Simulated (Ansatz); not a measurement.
# Response to strain in ZnS

The reference is ZnS in the zinc blende structure (space group F-43m, No. 216; a = 5.3904 Å). Axes: x, y, z lie along the cube axes.

Strains are applied to the cell and any free atomic positions relax; under biaxial strain the out-of-plane vector relaxes too; under stress the whole cell relaxes.

Levels (all Ansatz, an electronic-structure program, PAW, earlier PAW set): r2SCAN (500 eV, no spin-orbit coupling); HSE06 (420 eV, scalar-relativistic without spin-orbit coupling); HSE06+SOC (420 eV, with spin-orbit coupling).

Band gaps by level, all at the geometries relaxed with r2SCAN:

```json
[
 {"case": "base", "r2SCAN": "2.70 eV", "HSE06": "3.37 eV", "HSE06+SOC": "3.34 eV"},
 {"case": "biaxial strain −1.25 %, plane normal [001], relaxed out of plane", "r2SCAN": "2.71 eV", "HSE06": "3.38 eV", "HSE06+SOC": "3.35 eV"},
 {"case": "isotropic strain +1.88 %", "r2SCAN": "2.44 eV", "HSE06": "3.10 eV", "HSE06+SOC": "3.08 eV"},
 {"case": "uniaxial strain ε_xx = −0.38 %", "r2SCAN": "2.71 eV", "HSE06": "3.38 eV", "HSE06+SOC": "3.35 eV"},
 {"case": "uniaxial strain ε_yy = +0.56 %", "r2SCAN": "2.66 eV", "HSE06": "3.33 eV", "HSE06+SOC": "3.31 eV"},
 {"case": "uniaxial stress, 1 GPa compression along z", "r2SCAN": "2.66 eV", "HSE06": "3.33 eV", "HSE06+SOC": "3.32 eV"}
]
```

Single points use the geometry relaxed with r2SCAN. Differences between runs with and without spin-orbit coupling are approximate. Beyond what the load breaks, stability against distortions was not tested.
